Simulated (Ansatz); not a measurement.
All values below come from PBE (plane waves to 420 eV, PAW; Ansatz, an electronic-structure program).

Electrostatic potential energy of an electron, averaged over planes parallel to the surface, in eV from the Fermi level, for the (100) surface of fcc Cu, one row in 2 of the top plane missing (bottom of the slab: a bare face, its two planes held):

(z (Å), V (eV)): (3.97, 4.55); (4.25, 4.55); (4.53, 4.54); (4.82, 4.54); (5.10, 4.54); (5.38, 4.52); (5.67, 4.49); (5.95, 4.44); (6.23, 4.32); (6.52, 4.08); (6.80, 3.58); (7.08, 2.55); (7.37, 0.10); (7.65, -5.96); (7.93, -12.07); (8.22, -14.19); (8.50, -11.98); (8.78, -6.23); (9.07, -1.77); (9.35, -4.18); (9.63, -10.40); (9.92, -14.17); (10.20, -13.69); (10.48, -9.07); (10.77, -3.11); (11.05, -2.33); (11.33, -7.75); (11.62, -13.03); (11.90, -14.36); (12.18, -11.44); (12.47, -5.35); (12.75, -1.69); (13.03, -5.06); (13.32, -11.20); (13.60, -14.34); (13.88, -13.23); (14.17, -8.11); (14.45, -2.53); (14.73, -2.98); (15.02, -8.82); (15.30, -13.49); (15.58, -14.08); (15.87, -10.40); (16.15, -4.10); (16.43, -1.48); (16.72, -3.35); (17.00, -4.86); (17.28, -4.61); (17.57, -2.34); (17.85, 1.04); (18.13, 2.97); (18.42, 3.66); (18.70, 4.00); (18.98, 4.16); (19.27, 4.24); (19.55, 4.28); (19.83, 4.30); (20.12, 4.31); (20.40, 4.32); (20.68, 4.32); (20.97, 4.32); (21.25, 4.32); (21.53, 4.32)

Model: 11-atom slab, 9.1 Å thick at the start (thin: gaps and levels are the slab's own), 15x8x1 mesh, Fermi-Dirac 0.1 eV, dipole correction, 4 atoms held, the rest relaxed; start symmetry kept, larger cells not searched; no spin, no spin-orbit, no U. It is one candidate, not shown to be the stable structure of the face.

The vacuum level lies 4.32 eV above the Fermi level over the top face and 4.55 eV above it under the bottom face.
